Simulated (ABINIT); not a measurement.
ABINIT run on Hg (P1, 3 atoms in the cell): self-consistent single point.

Computed with LDA (PW92), norm-conserving pseudopotentials (PseudoDojo nc-sr-04 LDA standard) (plane waves; ABINIT).

The change in words: lattice scaled by 0.98. Reference geometry:
```yaml
crystal:
  lattice:
    - [5.46670, 0.00000, 0.00000]
    - [-2.73335, 4.73430, 0.00000]
    - [0.00000, 0.00000, 3.18522]
  atoms:
    - { symbol: Hg, position: [0.30303, 0.65895, 0.48289] }
    - { symbol: Hg, position: [0.67809, 0.34067, 0.49745] }
    - { symbol: Hg, position: [0.01889, 0.00038, 0.01966] }
```

Reference input (self-consistent single point, DFT, LDA (PW92), plane waves, norm-conserving pseudopotentials (PseudoDojo nc-sr-04 LDA standard)): pseudos = [Hg.upf]; ecut = 30 Ha; occopt = 3; tsmear = 0.00367493 Ha; ngkpt = 5 5 7; nshiftk = 1; shiftk = 0 0 0; potentials = PseudoDojo nc-sr-04 LDA standard; nband = 39; kptopt = 1; nstep = 80; tolvrs = 1e-11. This run's input differs from it in these lines:

```diff
@@ -3,6 +3,6 @@
 pseudos "Hg.upf"
-acell 10.3305658055 10.3305656830 6.0191934467
+acell 10.1239544894 10.1239544020 5.8988103336
 rprim
          1.0000000000    0.0000000000    0.0000000000
-        -0.5000000059    0.8660254004    0.0000000000
+        -0.5000000043    0.8660254013    0.0000000000
          0.0000000000    0.0000000000    1.0000000000
```

Output, abridged:

```
--- !BeginCycle
solver: {iscf: 7, nstep: 80, nline: 4, wfoptalg: 0, }
tolerances: {tolvrs: 1.00E-11, }
...

     iter   Etot(hartree)      deltaE(h)  residm     vres2
 ETOT  1  -499.87901292181    -4.999E+02 1.707E-01 1.152E+01
 ETOT  2  -500.15079184691    -2.718E-01 1.801E-02 8.072E-01
 ETOT  3  -500.15094445815    -1.526E-04 5.028E-03 2.715E-01
 ETOT  4  -500.15100813118    -6.367E-05 2.544E-03 1.316E-03
 ETOT  5  -500.15100835650    -2.253E-07 2.354E-03 3.589E-04
   [... 2 lines left out ...]
 ETOT  8  -500.15100841531    -1.090E-10 8.583E-04 2.441E-07
 ETOT  9  -500.15100841540    -9.385E-11 2.740E-04 1.143E-09
 ETOT 10  -500.15100841541    -7.219E-12 5.838E-04 8.760E-11
 ETOT 11  -500.15100841541     5.741E-12 1.442E-04 4.605E-12
 At SCF step   11       vres2   =  4.61E-12 < tolvrs=  1.00E-11 =>converged.

 Cartesian components of stress tensor (hartree/bohr^3)
  sigma(1 1)=  1.09796120E-04  sigma(3 2)=  9.61772258E-07
  sigma(2 2)=  1.30783373E-04  sigma(3 1)= -3.61051655E-07
  sigma(3 3)=  1.40797478E-04  sigma(2 1)= -2.00466720E-05

 ----iterations are completed or convergence reached----

 reduced coordinates (array xred) for    3 atoms
       0.303027000000      0.658952000000      0.482888000000
       0.678085000000      0.340673000000      0.497452000000
       0.018888000000      0.000375000000      0.019659000000
 cartesian forces (eV/Angstrom) at end:
    1      0.32807695999671     0.11204168903964    -0.00298930122424
    2     -0.25340049538362    -0.15146912748364    -0.00384074309001
   [... lines left out ...]
 Fermi (or HOMO) energy (hartree) =   0.28252   Average Vxc (hartree)=  -0.41867
   [... lines left out ...]
total_energy        : -5.00151008415406E+02
total_energy_eV     : -1.36098010779577E+04
band_energy         : -5.74214707911140E+01
...

-Cartesian components of stress tensor (GPa)         [Pressure= -3.7402E+00 GPa]
- sigma(1 1)=  3.23031282E+00  sigma(3 2)=  2.82963120E-02
- sigma(2 2)=  3.84777904E+00  sigma(3 1)= -1.06225046E-02
- sigma(3 3)=  4.14240411E+00  sigma(2 1)= -5.89793354E-01

 Calculation completed.
```

The run converged in 11 iterations. Against the reference run the free energy goes down by 40.1 meV/atom, the pressure goes from -4.63 to -3.74 GPa and the largest force goes from 0.236 to 0.347 eV/Å.

The starting cell comes from a database of computed structures (which also holds hypothetical and non-ambient phases and stackings), without a prior relaxation at this level. Its atoms were displaced at random from the sites of space group no. 191. For this run, on top of that: lattice scaled by 0.98. With a pressure of about -4 GPa the cell is away from its equilibrium volume at this level.

Cost on one core of a shared machine: roughly 8 min.
